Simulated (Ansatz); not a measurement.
# A computed series for HgS: pressure series

The parent structure is HgS (space group P3_221, No. 154; made of chains).

```xyz
6
Lattice="4.1387 0.0000 0.0000 -2.0693 3.5842 0.0000 0.0000 0.0000 9.4079" Properties=species:S:1:pos:R:3 pbc="T T T"
Hg     2.9388     0.0000     6.2719
Hg    -1.4694     2.5451     3.1360
Hg     0.5999     1.0391     0.0000
S      2.0687     0.0000     1.5680
S     -1.0344     1.7916     7.8399
S      1.0350     1.7926     4.7039
```

Cell and atoms are relaxed at each pressure.

Levels (all Ansatz, a first-principles code, PAW): PBEsol (420 eV, no spin-orbit coupling); HSE06 (420 eV, no spin-orbit coupling).

Band gaps by level, all at the geometries relaxed with PBEsol:

| case | PBEsol | HSE06 |
|---|---|---|
| base | 1.23 eV | 2.10 eV |
| pressure 0.3 GPa | 1.17 eV | 2.03 eV |
| pressure 0.7 GPa | 1.10 eV | 1.94 eV |
| pressure 3 GPa | 0.90 eV | 1.70 eV |
| pressure 5 GPa | 0.82 eV | 1.61 eV |

Single points use the geometry relaxed with PBEsol. HSE06 was sampled on its mesh, a few special points and the semilocal edge points, so its gap is an upper bound. Spin-orbit coupling, missing from the scalar runs, can matter with Hg. Load acts through the strain it causes; cell and atoms are relaxed under it. No phonon test of stability was made. Competing high-pressure phases were not computed. No dispersion term is included in the PBEsol runs.
